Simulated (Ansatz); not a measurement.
System: CsSnBr₃ (model structure, started from the 2H-BaNiO3 type, P6₃/mmc, No. 194, 10 atoms in the cell). Method: PBEsol (plane waves, PAW; Ansatz, a quantum-chemistry and plane-wave program).

Settings: plane-wave cutoff 500 eV, 6×6×6 k mesh, Fermi–Dirac smearing 0.05 eV, scalar-relativistic PAW data made under PBE.

Cell (relaxed at this level):

```yaml
crystal:
  lattice:
    - [7.80460, 0.00000, 0.00000]
    - [-3.90230, 6.75899, 0.00000]
    - [0.00000, 0.00000, 7.16227]
  atoms:
    - { symbol: Cs, position: [0.33333, 0.66667, 0.75000] }
    - { symbol: Cs, position: [0.66667, 0.33333, 0.25000] }
    - { symbol: Sn, position: [0.00000, 0.00000, 0.00000] }
    - { symbol: Sn, position: [0.00000, 0.00000, 0.50000] }
    - { symbol: Br, position: [0.17351, 0.34701, 0.25000] }
    - { symbol: Br, position: [0.65299, 0.82649, 0.25000] }
    - { symbol: Br, position: [0.17351, 0.82649, 0.25000] }
    - { symbol: Br, position: [0.82649, 0.65299, 0.75000] }
    - { symbol: Br, position: [0.34701, 0.17351, 0.75000] }
    - { symbol: Br, position: [0.82649, 0.17351, 0.75000] }
```

Question: Give the computed band gap.

Answer: 
band gap: 1.84 eV (on the SCF k mesh)

Note: the relaxation could raise the start's symmetry but not lower it, so the cell can be a saddle point.

Spin–orbit coupling is not included.

Static lattice: no zero-point or thermal effects.

A model structure was made by putting elements into a prototype or built by hand; it is no filed structure, need not be a known phase, and can be a saddle point held by its symmetry.
